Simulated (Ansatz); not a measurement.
# W (Im-3m): band-structure transport figures

Given:

```xyz
1
Lattice="-1.5740 1.5740 1.5740 1.5740 -1.5740 1.5740 1.5740 1.5740 -1.5740" Properties=species:S:1:pos:R:3 pbc="T T T"
W      0.0000     0.0000     0.0000
```

Method: PBEsol, rigid bands (plane waves, PAW, scalar-relativistic; Ansatz, a program for electronic structure). Condition of this run: hydrostatic pressure 2 GPa (the target of the relaxation). Cell: cell and atoms relaxed with PBEsol, then loaded as said.

```yaml
density of states at the Fermi level: 0.440 states/(eV·cell), both spins
bare Sommerfeld coefficient: 1.04 mJ/(mol of atoms·K²)
drude_plasma_energy: 7.9 eV
root-mean-square Fermi velocity: 9.2e5 m/s
resistivity times τ: 7.9 ×10⁻²² Ω·m·s
```

A metal at this level (no band gap); rigid bands, thermally averaged at 300 K, both spins. Spin-orbit coupling is left out, which matters with elements this heavy. τ is one relaxation time for all states.
